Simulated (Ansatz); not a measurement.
# InAs, response to strain

Base system: InAs in the zinc blende structure (space group F-43m, No. 216; a = 6.087 Å). Axes: x, y, z lie along the cube axes.

Strains are applied to the cell and any free atomic positions relax.

Levels (all Ansatz, a program for electronic structure, PAW, earlier PAW set): PBEsol (420 eV, no spin-orbit coupling); PBEsol+SOC (420 eV, spin-orbit coupling included); r2SCAN (500 eV, no SOC); HSE06 (420 eV, no spin-orbit coupling); HSE06+SOC (420 eV, spin-orbit coupling included).

Band gaps by level, all at the geometries relaxed with PBEsol:

```json
[
 {"case": "base", "PBEsol": "zero", "HSE06": "–", "PBEsol+SOC": "zero", "HSE06+SOC": "–", "r2SCAN": "0.14 eV"},
 {"case": "isotropic strain +1.71 %", "PBEsol": "zero", "HSE06": "–", "PBEsol+SOC": "zero", "HSE06+SOC": "–", "r2SCAN": "zero"},
 {"case": "uniaxial strain ε_xx = −0.62 %", "PBEsol": "zero", "HSE06": "0.44 eV", "PBEsol+SOC": "zero", "HSE06+SOC": "0.32 eV", "r2SCAN": "–"},
 {"case": "strain tensor (xx, yy, zz, yz, xz, xy) = (+1.82, −0.22, −0.76, −0.46, −1.28, −0.69) %", "PBEsol": "zero", "HSE06": "0.26 eV", "PBEsol+SOC": "–", "HSE06+SOC": "0.19 eV", "r2SCAN": "0.07 eV"}
]
```

Single points use the geometry relaxed with PBEsol. HSE06 gaps are upper bounds (no full band path). A case with no gap was solved on a k-mesh chosen for an insulator, which is coarse for it. Differences between runs with and without spin-orbit coupling are approximate. Whether these cells are dynamically stable was not tested. The runs without spin-orbit coupling are not spin-polarised. Gaps under 0.05 eV, about the width of the smearing, are given as zero. The zero or small gap of InAs can change with the level of theory.
